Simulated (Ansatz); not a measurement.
# HfN: isotropic strain +0.50 %

Take HfN in the rock salt structure (space group Fm-3m, No. 225; a = 4.5482 Å; relaxed with 0.1 eV smearing) as the base.

Now apply this change: the cell is scaled by 1.0050 in all directions; the atoms relax in the strained cell.

Level of theory: Ansatz (a first-principles code), PBE, PAW, cutoff 420 eV, no SOC. Γ-centred 22×22×22 mesh, Fermi–Dirac width 0.1 eV.

| quantity | base | changed | shift |
|---|---|---|---|
| volume per atom | 11.76 Å³ | 11.94 Å³ | +0.18 Å³ |
| space group | Fm-3m (No. 225) | Fm-3m (No. 225) | – |
| shortest interatomic distance | 2.274 Å | 2.285 Å | +0.011 Å |
| energy relative to the base (free energy F) | 0 meV/atom | +2.1 meV/atom | +2.1 meV/atom |
| pressure | 0.0 GPa | -3.8 GPa | -3.8 GPa |
| band gap | zero | zero | – |

No phonon test of stability was made. The final runs are not spin-polarised. An odd electron count without spin: HfN.
